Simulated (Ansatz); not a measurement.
Base system: SnO (space group P4/nmm, No. 129; a = 3.767 Å, c = 4.557 Å; layered, stacked along the Cartesian z axis; relaxed with 0.1 eV smearing).

Perturbation: every lattice vector is stretched by 3.43 %; the atoms relax in the strained cell.

Levels (all Ansatz, an electronic-structure program, PAW, earlier PAW set): PBEsol-D3(BJ) (420 eV, spin-orbit coupling left out); r2SCAN (500 eV, scalar-relativistic without spin-orbit coupling); HSE06 (420 eV, spin-orbit coupling left out).

One geometry, relaxed with PBEsol-D3(BJ), under each level:

```csv
level,band gap,lowest conduction level above the VBM at special points
PBEsol-D3(BJ),0.30 eV,M 0.30 eV; Z 1.50 eV; Γ 2.08 eV; A 2.68 eV
r2SCAN,0.50 eV,M 0.50 eV; Z 1.93 eV; Γ 2.48 eV; A 2.86 eV
HSE06,0.78 eV,M 0.78 eV; Z 2.32 eV; Γ 2.88 eV
```

Single points use the geometry relaxed with PBEsol-D3(BJ). The hybrid gap comes from the SCF mesh plus the semilocal run's edge points and a few special points and is an upper bound. Stability against distortions was not tested. All final runs are without spin polarisation.
